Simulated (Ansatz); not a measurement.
Smallest direct gap on the k points sampled of LaN (model structure, from the zincblende type, F-43m, No. 216) at several levels of theory

No measured value is used here.

```tsv
level (code)	value (eV)
LDA (Ansatz)	2.18
PBE (Ansatz)	2.31
PBE+SOC (Ansatz)	2.22
PBEsol (Ansatz)	2.22
PBEsol+SOC (Ansatz)	2.13
r²SCAN (Ansatz)	2.56
r²SCAN+SOC (Ansatz)	2.48
HSE06 (Ansatz)	3.26
HSE06+SOC (Ansatz)	3.16
PBE0 (Ansatz)	3.97
r²SCAN0 (Ansatz)	4.12
```

Computed values are for a static lattice. Spin–orbit coupling is included only where a level's name says +SOC; with heavier elements it mostly lowers gaps and can invert bands.  Values are at the PBEsol cell. Cutoffs and k meshes differ between the levels. Ansatz's density-functional and Hartree–Fock values are scalar-relativistic unless marked +SOC, with PAW data made under PBE.

A model structure was made by putting elements into a prototype or built by hand; it is no filed structure, need not be a known phase, and can be a saddle point held by its symmetry.

Ansatz is a program for electronic structure.
